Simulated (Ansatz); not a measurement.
## TiAl, response to strain

Consider TiAl (space group P4/mmm, No. 123; a = 2.813 Å, c = 4.062 Å; relaxed with 0.1 eV smearing). Axes: x, y, z lie along a, b, c of the conventional cell.

Strains are applied to the cell and any free atomic positions relax; under biaxial strain the out-of-plane vector relaxes too.

Calculations: r2SCAN, PAW, 500 eV (Ansatz, a program for electronic structure; without spin-orbit coupling).

```json
[
 {"biaxial strain, plane normal [001], relaxed out of plane (%)": "-3", "out-of-plane strain (%)": "2.81"},
 {"biaxial strain, plane normal [001], relaxed out of plane (%)": "-2.5", "out-of-plane strain (%)": "2.34"},
 {"biaxial strain, plane normal [001], relaxed out of plane (%)": "-2", "out-of-plane strain (%)": "1.87"},
 {"biaxial strain, plane normal [001], relaxed out of plane (%)": "-1.5", "out-of-plane strain (%)": "?"},
 {"biaxial strain, plane normal [001], relaxed out of plane (%)": "-1", "out-of-plane strain (%)": "0.94"},
 {"biaxial strain, plane normal [001], relaxed out of plane (%)": "-0.5", "out-of-plane strain (%)": "0.47"},
 {"biaxial strain, plane normal [001], relaxed out of plane (%)": "0", "out-of-plane strain (%)": "0.00"}
]
```

Problem. Fit ε⊥ = −νε + γε² (strains in %) to the rows shown and predict the withheld row.

Solution. Least squares on the printed values gives ν = 0.94 (the biaxial Poisson response) and γ = 0.000 (largest residual 0.00 %); this predicts 1.41 %, and the run gives 1.40 %, in agreement.

Whether these cells are dynamically stable was not tested. All final runs are without spin polarisation.
